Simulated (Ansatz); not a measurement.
Ansatz (a program for electronic structure) run on HfCo (Cm, 4 atoms in the cell): self-consistent single point.

Method: LDA (PW92), default PAW files made with PBE (plane waves; Ansatz).

```
HfCo
1.0
    1.59092    -4.72229     0.00000
    1.59092     4.72229     0.00000
    0.00000     0.00000     4.20090
Hf Co
2 2
Direct
  0.85948   0.14052   0.76190
  0.14052   0.85948   0.25000
  0.58483   0.41517   0.75000
  0.41517   0.58483   0.25000
```
Moments meant for the start (each program seeds them in its own way; μB, in the order of the atoms Hf Hf Co Co): 0.0 0.0 3.0 3.0.

Reference input (self-consistent single point, DFT, LDA (PW92), plane waves, default PAW files made with PBE): basis.ecutwfc = 420 eV; kpoints.mp_grid.grid = 7 7 5; hamiltonian.xc = lda; hamiltonian.pseudopotentials = {kind: paw} (the program's default PAW files); magnetization.spin_polarized = true; scf.occupations.method = gaussian; scf.occupations.width = 0.1 eV. This run's input differs from it in these lines:

Ansatz 0.2 input:
```diff
@@ -14,3 +14,3 @@
   mp_grid:
-    grid: [7, 7, 5]
+    grid: [12, 12, 8]
 hamiltonian:
@@ -23,4 +23,4 @@
   occupations:
-    method: gaussian
-    width: 0.1
+    method: cold
+    width: 0.3
 output:
```

Log, with long lists cut:

```
SCF iter   1: F=—  HF=-41081.131530 eV  |F-HF|=—  |Δ(HF+E_count)|=         —  Δρ=2.05e-1 (↑2.05e-1 ↓1.49e-1)  dr2=2.45e0  dr2_m=1.78e1  M=1.376 μB ∫|m|=1.753 μB  β_m=0.30  ethr=2.83e-3  ⟨swp⟩=1.0  Hψ=147111  notcnv=0
Mixer restart at iter 1: flushing history
all-band conjugate gradients solve this SCF's bands
preconditioner: auto → Kerker (q_TF=auto, 2.873 Å⁻¹)
spin=Collinear: Kerker preconditioning applied to the charge; magnetization (m = ρ↑ − ρ↓) channel mixes plain (no charge-response kernel on spin).
   [... lines left out ...]
SCF iter  21: F=-41080.876499 eV  HF=-41080.876499 eV  |F-HF|=1.21e-8  |Δ(HF+E_count)|=  4.22e-10  S|Δr|=    0.00e0  Δρ=2.82e-6 (↑2.54e-6 ↓2.82e-6)  dr2=1.41e-8  dr2_m=3.85e-11  M=0.000 μB ∫|m|=0.000 μB  β_m=0.84  ethr=4.16e-12  ⟨swp⟩=3.1  Hψ=82797  notcnv=0
SCF iter  22: F=-41080.876499 eV  HF=-41080.876499 eV  |F-HF|=1.31e-10  |Δ(HF+E_count)|=  8.73e-10  S|Δr|=    0.00e0  Δρ=3.97e-7 (↑3.97e-7 ↓1.77e-7)  dr2=1.85e-10  dr2_m=1.15e-11  M=0.000 μB ∫|m|=0.000 μB  ethr=4.16e-12  ⟨swp⟩=2.0  Hψ=90716  notcnv=0
SCF 1 converged in 22 iterations: F = -41080.876499 eV  dr2 = 1.85e-10
WARN: the starting moments were not kept: the SCF closed with an absolute magnetisation of 1.3e-5 μB, where they sum to 6 μB in size (2 sites) …
   [... lines left out ...]
Absolute magnetization: 0.0000 μB (∫|ρ↑−ρ↓|, with the PAW one-centre terms)
Free energy (F): -41080.876499 eV
Fermi energy:    19.966502 eV
   [... lines left out ...]
  atom   4  Co     0.00000000    -0.06021291     0.12431762
--- Stress (GPa, compression-positive) ---
       -9.275868       0.000000       0.000000
        0.000000     -10.985663       0.179908
        0.000000       0.179908     -12.074462
  P = ⅓ Tr σ = -10.7787 GPa (-107.787 kbar)
  The stress holds the Pulay correction. Without it, at fixed plane waves, as pw.x and ABINIT print it: P = -10.8962 GPa
```

The run converged in 22 iterations. Against the reference run the free energy rises by 6.0 meV/atom, the pressure stays near -10.78 GPa while the zz stress (positive for compression) goes from -11.29 to -12.07 GPa and the largest force goes from 0.297 to 0.310 eV/Å.

The starting cell comes from a database of computed structures (which also holds hypothetical and non-ambient phases and stackings), without a prior relaxation at this level. Its lattice was rescaled by up to half a per cent. One atom was moved a little off its site on purpose. The starting moments vanished: the run ended non-magnetic, which need not be the lowest state. The program warned that a starting moment was not kept. With a pressure of about -11 GPa the cell is away from its equilibrium volume at this level. Ansatz's pressure includes its estimate of the finite-basis (Pulay) stress.

Cost on one core of a shared machine: roughly 6 min.
